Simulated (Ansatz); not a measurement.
Cr2N: pressure series

The reference is Cr$_{2}$N (space group P-31m, No. 162; a = 4.7188 Å, c = 4.3589 Å; non-magnetic).

Cell and atoms are relaxed at each pressure.

Computed with PBEsol in Ansatz (plane waves to 420 eV, PAW, without spin-orbit coupling).

| pressure (GPa) | volume per atom (Å³/atom) |
|---|---|
| -2 | 9.400 |
| 0 | 9.340 |
| 0.3 | 9.331 |
| 0.7 | 9.319 |
| 1.5 | 9.296 |
| 3 | 9.253 |
| 5 | 9.198 |
| 7.5 | ? |
| 10 | 9.067 |

Q: Fit the third-order Birch–Murnaghan form P(V) = (3B₀/2)[(V₀/V)^(7/3) − (V₀/V)^(5/3)]·[1 + (3/4)(B₀′ − 4)((V₀/V)^(2/3) − 1)] (squares taken in P) to the rows shown and predict the withheld row.

A: Least squares on the printed values gives V₀ = 9.340 Å³/atom, B₀ = 315 GPa, B₀′ = 4.5; this predicts 9.131 Å³/atom, and the run gives 9.131 Å³/atom, in agreement.

Load acts through the strain it causes; cell and atoms are relaxed under it. No phonon test of stability was made. No other phases were tried under pressure. Starting moments died away, wholly or in part, for the base; another magnetic solution may exist. All final runs are without spin polarisation. An odd electron count without spin: Cr2N.

Ansatz is an electronic-structure program.
